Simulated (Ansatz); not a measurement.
## LaBr2 (P6₃/mmc, No. 194, 6 atoms in the cell; start mp-28572)

The numbers are results of PBEsol in Ansatz (PAW), not measurements.

Settings: plane-wave cutoff 500 eV, 12×12×4 k mesh (along the axes of the cell as run), Fermi–Dirac smearing 0.05 eV, spin-polarised start, scalar-relativistic PAW data made under PBE.

Cell (relaxed at this level):

```xyz
6
Lattice="4.0670 0.0000 0.0000 -2.0335 3.5221 0.0000 0.0000 0.0000 14.2875" Properties=species:S:1:pos:R:3 pbc="T T T"
La     0.0000     0.0000    10.7156
La     0.0000     0.0000     3.5719
Br     0.0000     2.3481     1.6751
Br     2.0335     1.1740    12.6124
Br     2.0335     1.1740     8.8189
Br     0.0000     2.3481     5.4686
```

```json
{
  "band_gap": "0.42 eV (on the SCF k mesh)"
}
```

Note: the magnetic order was assumed, not searched for or taken from measurement; the relaxation could not lower the start's symmetry, so the cell can be a saddle point above a distorted one; the cell has widely spaced layers and the level no dispersion term, so their spacing and the moduli can rest on weak binding.

Spin–orbit coupling is not included.

The result took very roughly 6 core-minutes.

A start named mp-… is a Materials Project structure, which need not be a measured phase.

Ansatz is a first-principles code.
